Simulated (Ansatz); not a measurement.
The (21-30) face of hcp Zn can be cut between different planes. Symmetric, stoichiometric slabs relaxed in the 1x1 cell (35.4 Å²): top plane Zn, 0.29 Å over the next in the ideal cut; top plane Zn, 0.58 Å over the next in the ideal cut.

Calculation: PBE (plane waves to 420 eV, PAW; Ansatz, a quantum-chemistry and plane-wave program).

Question: Put the candidates in order of surface energy, lowest first, for PBE.

Answer: the cut with an outer spacing of 0.29 Å (0.83 J/m²), the cut with an outer spacing of 0.58 Å (1.01 J/m²)
